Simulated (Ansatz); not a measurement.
A computed series for Rh: response to strain

Base system: Rh in the fcc (Cu type) structure (space group Fm-3m, No. 225; a = 3.802 Å; relaxed with 0.1 eV smearing).

Strains are applied to the cell and any free atomic positions relax.

The values are results of Kohn–Sham DFT with the r2SCAN functional, run in Ansatz (a first-principles code) with PAW and 500 eV plane waves, spin-orbit coupling left out, not measurements.

Notes on the quantities. energy relative to the base: free energy F.

| isotropic strain (%) | energy relative to the base (meV/atom) |
|---|---|
| -3 | 110.3 |
| -2.5 | 75.0 |
| -2 | 47.0 |
| -1.5 | 25.9 |
| -1 | 11.3 |
| -0.5 | ? |
| 0 | 0.0 |

Q: Fit ΔE = Aε² + Bε³ (ε in %) to the rows shown and predict the withheld row.

A: Least squares on the printed values gives A = 10.8 and B = -0.50 meV/atom (largest residual 0.0 meV/atom); this predicts 2.8 meV/atom, and the run gives 2.8 meV/atom, in agreement.

Whether these cells are dynamically stable was not tested. All final runs are without spin polarisation.
